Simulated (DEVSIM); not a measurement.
Device: Co/SiO2/n-Si capacitor, at 400 K.

Layer 1 from the left is SiO2, thickness (nm) 7.90. Layer 2 from the left is Si, thickness (nm) 4000, Nd (cm⁻³) 2.1e16.

Metal gate on the left, work function 5 eV. Fixed charge at the semiconductor interface 2.1e12 cm⁻² (in units of +e); interface traps 2.2e10 cm⁻² eV⁻¹, uniform in energy, neutral level at 0.5 of the gap above the valence band.

This is a model device: material constants are rounded textbook-type values typed into the input, and sizes, dopings and lifetimes were drawn at random. Values at 300 K; Nc and Nv go as T^1.5, mobilities as T to minus their exponent, the gap by Varshni's rule with the affinity fixed.

SiO2: gap (eV) 9, affinity (eV) 0.9, permittivity 3.9. Si: gap (eV) 1.124, affinity (eV) 4.05, permittivity 11.7, Nc (cm⁻³) 2.86e19, Nv (cm⁻³) 3.1e19, Varshni α (eV/K) 0.000473, Varshni β (K) 636.

DEVSIM, 1D Poisson equation in equilibrium, Boltzmann statistics, complete ionisation; no quantum confinement or tunnelling. Metal contacts follow the ideal Schottky-Mott rule: no Fermi-level pinning, no interface dipoles.

Problem. What does the simulation give for the flat-band voltage, the threshold voltage (band bending 2φF)?

Solution. flat-band voltage -0.08 V; threshold voltage (band bending 2φF) -0.80 V.
